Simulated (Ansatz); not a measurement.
Take Ru in the hcp (Mg type) structure (space group P6_3/mmc, No. 194; relaxed with 0.1 eV smearing) as the base.

```xyz
2
Lattice="2.7043 0.0000 0.0000 -1.3521 2.3420 0.0000 0.0000 0.0000 4.2629" Properties=species:S:1:pos:R:3 pbc="T T T"
Ru     1.3521     0.7807     3.1972
Ru     0.0000     1.5613     1.0657
```

Cartesian axes are those of the cell as printed.

The values are results of r2SCAN (Ansatz, an electronic-structure program), spin-orbit coupling left out, not measurements.

One thing is altered: the cell is stretched by 1.00 % along z with no lateral relaxation; the atoms relax in the strained cell.

Q: Estimate the effect on the stress.

A: The stress (xx, yy, zz, yz, xz, xy; compression positive) comes out as (-1.8, -1.8, -6.6, 0.0, 0.0, 0.0) GPa.

Q: Predict the new energy relative to the base.

A: The energy increases by 2.8 meV/atom.

Stability against distortions was not tested. All final runs are without spin polarisation.
